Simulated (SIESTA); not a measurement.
SIESTA run on Ca2CdPt2 (Immm, 5 atoms in the cell): self-consistent single point.

Method: LDA PW92, numerical atomic orbitals DZP, PseudoDojo LDA standard norm-conserving potentials (rewritten from UPF to PSML) in SIESTA 5.4.2.

The change in words: lattice scaled by 0.98. Reference geometry:
```
CELL_PARAMETERS angstrom
     -2.22483     2.94693     4.26921
      2.22483    -2.94693     4.26921
      2.22483     2.94693    -4.26921
ATOMIC_POSITIONS crystal
  Ca 0.29899 0.79899 0.50000
  Ca 0.70101 0.20101 0.50000
  Cd 0.00000 0.00000 0.00000
  Pt 0.72491 0.50000 0.22491
  Pt 0.27509 0.50000 0.77509
```

Reference input (self-consistent single point, DFT, LDA PW92, numerical atomic orbitals DZP, PseudoDojo LDA standard norm-conserving potentials (rewritten from UPF to PSML)): XC.functional = LDA; XC.authors = PW92; potentials = PseudoDojo LDA standard; PAO.BasisSize = DZP; PAO.EnergyShift = 0.005 Ry; MeshCutoff = 400 Ry; kgrid.MonkhorstPack = 5 5 5; OccupationFunction = MP; OccupationMPOrder = 0; ElectronicTemperature = 1160.45 K; MaxSCFIterations = 150; SCF.Mixer.Method = Broyden. This run's input differs from it in these lines:

```diff
@@ -11,7 +11,7 @@
 %endblock ChemicalSpeciesLabel
-LatticeConstant              5.644503 Ang
+LatticeConstant              5.531613 Ang
 %block LatticeVectors
-    -0.394158706    0.522088481    0.756348256
-     0.394158706   -0.522088481    0.756348256
-     0.394158706    0.522088481   -0.756348256
+    -0.394158630    0.522088404    0.756348284
+     0.394158630   -0.522088404    0.756348284
+     0.394158630    0.522088404   -0.756348284
 %endblock LatticeVectors
@@ -19,7 +19,7 @@
 %block AtomicCoordinatesAndAtomicSpecies
-     2.224830000    0.000000000    2.552902196  1
-    -0.000000000    2.946930000    1.716307804  1
+     2.180333000    0.000000000    2.501844271  1
+     0.000000000    2.887991000    1.681981729  1
      0.000000000    0.000000000    0.000000000  2
-    -0.000000000    1.325588053    4.269210000  3
-     2.224830000    1.621341947    0.000000000  3
+    -0.000000000    1.299076112    4.183826000  3
+     2.180333000    1.588914888    0.000000000  3
 %endblock AtomicCoordinatesAndAtomicSpecies
```

Output, abridged:

```
        iscf     Eharris(eV)        E_KS(eV)     FreeEng(eV)     dDmax    Ef(eV) dHmax(eV)
   scf:    1   -13926.615549   -13975.667651   -13975.678332  3.660115 -3.302643 12.317388
   scf:    2   -13987.050592   -13984.529030   -13984.543739  1.177111 -4.065691  4.805390
   scf:    3   -13985.279338   -13984.979744   -13984.994409  0.121357 -4.052698  1.431248
   scf:    4   -13985.120167   -13985.061950   -13985.076172  0.057263 -4.069348  0.526115
   scf:    5   -13985.084440   -13985.075610   -13985.090880  0.044506 -4.067708  0.093778
   [... 6 lines left out ...]
   scf:   12   -13985.076064   -13985.076064   -13985.091343  0.000024 -4.065032  0.000208
   scf:   13   -13985.076064   -13985.076064   -13985.091343  0.000016 -4.065048  0.000175
   scf:   14   -13985.076064   -13985.076064   -13985.091343  0.000012 -4.065060  0.000144
   scf:   15   -13985.076064   -13985.076064   -13985.091343  0.000008 -4.065069  0.000117
SCF Convergence by DM+H criterion
max |DM_out - DM_in|         :     0.0000082847
max |H_out - H_in|      (eV) :     0.0001171210
SCF cycle converged after 15 iterations

Using DM_out to compute the final energy and forces

siesta: E_KS(eV) =           -13985.0761

siesta: E_KS - E_eggbox =    -13985.0761

siesta: Atomic forces (eV/Ang):
     1    0.000116    0.000472   -0.071677
     2   -0.000116   -0.000472    0.071677
     3    0.000000    0.000000   -0.000000
     4   -0.000926    0.132021    0.000269
     5    0.000926   -0.132021   -0.000269
   Tot    0.000000   -0.000000   -0.000000
   Max    0.132021
   Res    0.054855    sqrt( Sum f_i^2 / 3N )
   Max    0.132021    constrained

Stress tensor Voigt[x,y,z,yz,xz,xy] (kbar):      -66.40      -51.19     -103.67       -0.02       -0.02       -0.10
   [... lines left out ...]
siesta: FreeEng =    -13985.091343
siesta: Cell volume =        105.378563 Ang**3
siesta:          73.75345659         74.23491033  kBar
   [... lines left out ...]
              0.268   1.896   2.050   1.862   2.056   1.797  -0.117  -0.186

             -0.076  -0.201  -0.076

mulliken: Qtot =       76.000

Mulliken Atomic Populations:
Atom #   charge [q] valence [e]  Species
     1     1.057447    8.942553  Ca
     2     1.057447    8.942553  Ca
     3    -0.204400   20.204400  Cd
     4    -0.955247   18.955247  Pt
     5    -0.955247   18.955247  Pt
 Total     0.000000
```

The run converged in 15 iterations. Against the reference run the free energy rises by 32.7 meV/atom, the pressure goes from 0.91 to 7.38 GPa and the largest force goes from 0.035 to 0.132 eV/Å.

The starting cell comes from a database of computed structures (which also holds hypothetical and non-ambient phases and stackings), without a prior relaxation at this level. For this run, on top of that: lattice scaled by 0.98. Spin polarisation is off. Values carry the incompleteness of an atom-centred basis. With a pressure of about 7 GPa the cell is away from its equilibrium volume at this level.

Cost on one core of a shared machine: roughly 50 s.
